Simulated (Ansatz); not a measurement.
# What pressure 15 GPa does to Ti3Al

Consider Ti$_{3}$Al (space group P6_3/mmc, No. 194; a = 5.755 Å, c = 4.655 Å).

Perturbation: cell and atoms relaxed at a pressure of 15 GPa.

Method: PBE in Ansatz (plane waves to 420 eV, PAW, spin-orbit coupling left out), earlier PAW set. Settings: 10×10×10 k-points, 0.05 eV Fermi–Dirac smearing.

The volume per atom drops by 1.70 Å³ to 14.99 Å³ and the density grows by 0.48 g/cm³, from 4.24 g/cm³ to 4.72 g/cm³. The lattice parameter a falls by 0.2118 Å, from 5.755 Å to 5.544 Å and the c/a ratio increases by 0.004 to 0.813. The shortest interatomic distance falls by 0.105 Å, from 2.824 Å to 2.719 Å and the enthalpy H = E + PV relative to the base's energy amounts to +1.48 eV/atom. The band gap is still zero.

Final structure:

```yaml
crystal:
  lattice:
    - [5.54351, 0.00000, 0.00000]
    - [-2.77175, 4.80082, 0.00000]
    - [0.00000, 0.00000, 4.50560]
  atoms:
    - { symbol: Ti, position: [0.83017, 0.66033, 0.25000] }
    - { symbol: Ti, position: [0.16983, 0.83017, 0.75000] }
    - { symbol: Ti, position: [0.33967, 0.16983, 0.25000] }
    - { symbol: Ti, position: [0.16983, 0.33967, 0.75000] }
    - { symbol: Ti, position: [0.83017, 0.16983, 0.25000] }
    - { symbol: Ti, position: [0.66033, 0.83017, 0.75000] }
    - { symbol: Al, position: [0.33333, 0.66667, 0.25000] }
    - { symbol: Al, position: [0.66667, 0.33333, 0.75000] }
```

Load acts through the strain it causes; cell and atoms are relaxed under it. Stability against distortions was not tested. No other phases were tried under pressure. The final runs are not spin-polarised.

Ansatz is a program for electronic structure.
